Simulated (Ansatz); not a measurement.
Results of PBEsol-D3(BJ) in Ansatz (PAW) for cubic perovskite CsSrF₃.

Run with plane-wave cutoff 520 eV, 8×8×8 k mesh, Fermi–Dirac smearing 0.01 eV, scalar-relativistic PAW data made under PBE.

Pressure at four volumes; x = ln(V/20.718 Å³). One pressure is withheld.

| V (Å³/atom) | x | P (GPa) |
|---|---|---|
| 19.475 | -0.0619 | ? |
| 19.889 | -0.0408 | 2.12 |
| 20.718 | 0.0000 | 0.00 |
| 21.961 | 0.0583 | -2.38 |

Task: Pass a parabola P(x) through the three rows shown, estimate the bulk modulus and its pressure derivative near zero pressure, and predict the withheld pressure.

Result: Slopes between the rows: (0.00 − (2.12))/(0.0000 − (-0.0408)) = -51.96 and (-2.38 − (0.00))/(0.0583 − (0.0000)) = -40.82 GPa. Their difference over the span 0.0991 is c = 11.14/0.0991 = 112.4 GPa, so P(x) = 2.12 + (-51.96)(x − (-0.0408)) + 112.4 (x − (-0.0408))(x − (0.0000)). At the middle row B = −dP/dx = −[-51.96 + 112.4 × 0.0408] = 47.4 GPa, and B′ = dB/dP = 2c/B = 4.7. At x = -0.0619 the parabola gives 3.36 GPa; the run gives 3.38 GPa. The Birch–Murnaghan fit to the energies at all volumes has B0 = 47.0 GPa and B′ = 4.9.

Note: the relaxation could not lower the start's symmetry, so the cell can be a saddle point above a distorted one.

Spin–orbit coupling is not included.

Ansatz is a first-principles code.
